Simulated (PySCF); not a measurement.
PySCF 2.14.0, PBE/def2-svp, df: Mo(O)2(Br)2 ([O]=[Mo](=[O])([Br])[Br]), 5 atoms. The geometry is a generated start, not checked to be a minimum at this level.

* **task**: energy
* **method**: pbe
* **basis**: def2-svp
* **two-electron scheme**: density fitting
* **mol.max_memory**: 3000 MB
* **mf.max_cycle**: 100
* **mf.conv_tol**: 1e-09 (default)
* **mf.grids.level**: 3 (default)
* **effective core potentials**: those of the basis set, past Kr
* **basis functions**: 123
* **grid points**: 91456

```xyz
5

Mo     0.2229    -0.0127     0.0323
O      1.2441     0.6133    -1.0681
O      0.8048    -0.7322     1.3694
Br    -1.0994    -1.5939    -1.0739
Br    -1.1724     1.7255     0.7402
```

Charge 0 and multiplicity 1 are set for this test and not shown to be the ground state.

With the defaults (mf.DIIS = CDIIS, mf.diis_space = 8, mf.diis = true, mf.init_guess = minao, mf.level_shift = 0, mf.damp = 0, mf.diis_start_cycle = 1, newton = off) it converges in 16 Fock builds. One run each on 2 threads, 1 BLAS thread, with these changes:
- newton = Hessian by the SCF's own integrals
- mf.init_guess = atom
- mf.init_guess = huckel
- mf.level_shift = 0.3 Hartree
- mf.diis_space = 3
- mf.DIIS = EDIIS
- mf.diis_space = 20
- mf.diis = false
- mf.damp = 0.7, mf.diis_start_cycle = 8

Q: Which runs fail or end elsewhere than the default run?

A: No convergence: mf.DIIS = EDIIS; mf.diis_space = 3; mf.diis = false (the run ends without SCF convergence in 100 cycles). The rest reach the solution of the defaults.

```csv
setting,Fock builds,end
the defaults,16,same solution
mf.init_guess = atom,17,same solution
mf.diis_space = 20,17,same solution
mf.init_guess = huckel,18,same solution
"mf.damp = 0.7, mf.diis_start_cycle = 8",20,same solution
mf.level_shift = 0.3 Hartree,23,same solution
newton = Hessian by the SCF's own integrals,45,same solution
mf.DIIS = EDIIS,101,no convergence
mf.diis_space = 3,101,no convergence
mf.diis = false,101,no convergence
```

Under newton the count holds the products with the orbital Hessian.
